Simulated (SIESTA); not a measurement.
SIESTA run on Y6FeSb2 (P-62m, 9 atoms in the cell): self-consistent single point.

Method: LDA PW92, numerical atomic orbitals DZP, PseudoDojo LDA standard norm-conserving potentials (rewritten from UPF to PSML) run with SIESTA.

```xyz
9
Lattice="8.2340 0.0000 0.0000 -4.1170 7.1309 0.0000 0.0000 0.0000 4.1507" Properties=species:S:1:pos:R:3 pbc="T T T"
Y     -3.1546     5.4639     0.0000
Y      6.3091     0.0000     0.0000
Y      0.9624     1.6670     0.0000
Y      2.4776     4.2913     2.0753
Y     -1.6394     2.8396     2.0753
Y      3.2789     0.0000     2.0753
Fe     0.0000     0.0000     2.0753
Sb     4.1170     2.3770     0.0000
Sb     0.0000     4.7539     0.0000
```
Moments meant for the start (each program seeds them in its own way; μB, in the order of the atoms Y Y Y Y Y Y Fe Sb Sb): 0.0 0.0 0.0 0.0 0.0 0.0 4.0 0.0 0.0.

Reference input (self-consistent single point, DFT, LDA PW92, numerical atomic orbitals DZP, PseudoDojo LDA standard norm-conserving potentials (rewritten from UPF to PSML)): XC.functional = LDA; XC.authors = PW92; potentials = PseudoDojo LDA standard; PAO.BasisSize = DZP; PAO.EnergyShift = 0.005 Ry; MeshCutoff = 400 Ry; kgrid.MonkhorstPack = 4 4 7; OccupationFunction = FD; ElectronicTemperature = 136 meV; Spin = polarized; DM.InitSpin = [1 +0.00, 2 +0.00, 3 +0.00, 4 +0.00, 5 +0.00, 6 +0.00, 7 +4.00, 8 +0.00, 9 +0.00]; MaxSCFIterations = 150. This run's input differs from it in these lines:

```diff
@@ -36,8 +36,8 @@
 %block kgrid.MonkhorstPack
-    4   0   0  0.0
-    0   4   0  0.0
-    0   0   7  0.0
+    3   0   0  0.0
+    0   3   0  0.0
+    0   0   6  0.0
 %endblock kgrid.MonkhorstPack
 OccupationFunction           FD
-ElectronicTemperature        136.0 meV
+ElectronicTemperature        300.0 meV
 Spin                         polarized
```

Output, abridged:

```
        iscf     Eharris(eV)        E_KS(eV)     FreeEng(eV)     dDmax    Ef(eV) dHmax(eV)
   scf:    1   -14945.154235   -15004.589449   -15007.132510  0.837518 -5.014115 20.913392
     spin moment: {S} , |S| = {        0.0        0.0    2.39746 }     2.39746
   scf:    2   -14984.526974   -15007.278118   -15009.803012  0.432793 -5.180332 16.781135
     spin moment: {S} , |S| = {        0.0        0.0    1.46395 }     1.46395
   scf:    3   -15014.560817   -15014.209618   -15016.851120  0.217569 -5.090356  2.432757
     spin moment: {S} , |S| = {        0.0        0.0    1.95494 }     1.95494
   [... lines left out ...]
     spin moment: {S} , |S| = {        0.0        0.0    0.60025 }     0.60025
   scf:   29   -15015.423676   -15015.423681   -15018.234943  0.000016 -5.243347  0.001242
     spin moment: {S} , |S| = {        0.0        0.0    0.60080 }     0.60080
   scf:   30   -15015.423655   -15015.423668   -15018.234943  0.000050 -5.243357  0.001152
     spin moment: {S} , |S| = {        0.0        0.0    0.60097 }     0.60097
   scf:   31   -15015.423655   -15015.423662   -15018.234943  0.000030 -5.243364  0.000982
     spin moment: {S} , |S| = {        0.0        0.0    0.60113 }     0.60113
SCF Convergence by DM+H criterion
max |DM_out - DM_in|         :     0.0000299032
max |H_out - H_in|      (eV) :     0.0009820404
SCF cycle converged after 31 iterations

Using DM_out to compute the final energy and forces

siesta: E_KS(eV) =           -15015.4237

siesta: E_KS - E_eggbox =    -15015.4237

siesta: Atomic forces (eV/Ang):
     1    0.053365   -0.092445    0.000000
     2   -0.106742   -0.000007    0.000000
     3    0.053376    0.092450    0.000000
     4   -0.062000   -0.107386   -0.000000
     5   -0.061994    0.107383   -0.000000
     6    0.123994    0.000003   -0.000000
     7   -0.000000    0.000001   -0.000000
     8   -0.000018    0.000012    0.000000
     9    0.000019   -0.000010    0.000000
   Tot   -0.000000    0.000000    0.000000
   Max    0.123994
   Res    0.054538    sqrt( Sum f_i^2 / 3N )
   [... lines left out ...]
siesta: FreeEng =    -15018.234943
siesta: Cell volume =        243.708447 Ang**3
siesta:         -44.12905491        -42.06294877  kBar
   [... lines left out ...]
     2    -0.117207   11.117207   -0.121457  Y
     3    -0.117209   11.117209   -0.121457  Y
     4     0.290325   10.709675   -0.047034  Y
     5     0.290329   10.709671   -0.047034  Y
     6     0.290329   10.709671   -0.047034  Y
     7     0.497538   15.502462    1.102215  Fe
     8    -0.508449   15.508449    0.002196  Sb
     9    -0.508449   15.508449    0.002196  Sb
 Total     0.000000                0.601135
```

The run converged in 31 iterations. Against the reference run the free energy falls by 124 meV/atom, the pressure goes from -4.83 to -4.41 GPa, the largest force goes from 0.078 to 0.124 eV/Å and the size of the net moment moves little (0.05 to 0.07 μB/atom).

The starting cell comes from a database of computed structures (which also holds hypothetical and non-ambient phases and stackings), without a prior relaxation at this level. With one magnetic atom in the cell only a parallel order is possible. Values carry the incompleteness of an atom-centred basis. With a pressure of about -4 GPa the cell is away from its equilibrium volume at this level.

Cost on one core of a shared machine: roughly 10 min.
